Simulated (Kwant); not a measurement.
System: quantum point contact (saddle potential) in a GaN two-dimensional gas. Effective mass 0.22 mₑ, grid spacing 4 nm, hard walls, nominal width 80 nm (19 grid rows, so walls 80 nm apart), one parabolic valley, scattering region 240 nm long along x; energies count from the band bottom; Fermi energy 0.00822 eV. Potential (V0 + ½k y²) cos²(πx/L) for |x| < L/2, with V0 swept from 0.008631 to 0 eV, k = 4.2e-05 eV/nm², L = 200 nm.

Constants are typed, rounded textbook-type inputs, not results; the design itself was drawn at random and stands for no fabricated device.

Computed with Kwant: effective-mass tight-binding model on a square grid, one spin, coherent transport at 0 K. Conductance is in e²/h.

Density of the scattering states that come in from the left lead, at gate = 0.0021265 eV, in bins, relative to the largest site value (x marks bins outside the device):

```
|30023322100000000000000000000000000000000000|
|92079777531000000000000000000000000000000000|
|82177479853210000000000000000000000000000001|
|41143157666531000000000000000000000000000011|
|52143354358853100000000000000000000000000111|
|72256773247864211122222211111111111111111100|
|61255565444454322345554443322222211111111100|
|40242146642233223456666554333222221111111000|
|61244454445543222334444333322222111111111000|
|71256873247753322222222222222111111111110000|
|61244454445543222334444333322222111111111000|
|40242146642233223456666554333222221111111000|
|61255565444454322345554443322222211111111100|
|72256773247864211122222211111111111111111100|
|52143354358853100000000000000000000000000111|
|41143157666531000000000000000000000000000011|
|82177479853210000000000000000000000000000001|
|92079777531000000000000000000000000000000000|
|30023322100000000000000000000000000000000000|
```
Scale: ten equal steps from 0.000 (start of '0') to 0.959 (end of '9'), in the order '0123456789'; x runs from -113 to 113, y from -34.4 (bottom) to 34.4 (top).

The conductance there is 1.96 e²/h with 5 open channel(s) in the leads.
